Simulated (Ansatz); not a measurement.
The reference is TiAl (space group P4/mmm, No. 123; a = 2.797 Å, c = 4.032 Å). Axes: x, y, z lie along a, b, c of the conventional cell.

Computed with plane-wave PAW DFT at the PBEsol level (Ansatz, an electronic-structure program, 420 eV), no SOC.

Base values:

```
Quantity                        Result
-----------------------------  -------
Shortest interatomic distance  2.797 Å
Pressure                       0.0 GPa
```

It is then changed as follows: the cell is compressed by 0.91 % along z with no lateral relaxation; the atoms relax in the strained cell.

Task: How does this affect the energy relative to the base, shortest interatomic distance and pressure?

Result: The energy increases by 0.7 meV/atom; the shortest interatomic distance remains 2.797 Å; the pressure (mean of the normal stresses, compression positive) goes from zero to 1.1 GPa.

Without a gap, meshes like the base's 17×17×12 leave anisotropic stresses uncertain by several tenths of a GPa, and small strain energies with them. Stability against distortions was not tested. All final runs are without spin polarisation.
